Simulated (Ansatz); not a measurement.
# TlBr: pressure series

The parent structure is TlBr in the rock salt structure (space group Fm-3m, No. 225; a = 6.560 Å; a cell from a computed database, its experimental status unchecked).

Cell and atoms are relaxed at each pressure.

Level of theory: PBEsol (Ansatz, an electronic-structure program; PAW; 420 eV plane waves; spin-orbit coupling left out), earlier PAW set.

| pressure (GPa) | volume per atom (Å³/atom) |
|---|---|
| -2 | 40.309 |
| -1 | ? |
| 0 | 35.282 |
| 0.9 | 33.932 |
| 2.1 | 32.499 |
| 4.5 | 30.425 |
| 9 | 27.821 |
| 15 | 25.549 |

Task: Fit the third-order Birch–Murnaghan form P(V) = (3B₀/2)[(V₀/V)^(7/3) − (V₀/V)^(5/3)]·[1 + (3/4)(B₀′ − 4)((V₀/V)^(2/3) − 1)] (squares taken in P) to the rows shown and predict the withheld row.

Result: Least squares on the printed values gives V₀ = 35.300 Å³/atom, B₀ = 21.0 GPa, B₀′ = 4.9; this predicts 37.270 Å³/atom, and the run gives 37.259 Å³/atom, 0.011 lower.

Load acts through the strain it causes; cell and atoms are relaxed under it. Whether these cells are dynamically stable was not tested. No other phases were tried under pressure. This is not the structure that TlBr has at room temperature and ambient pressure.
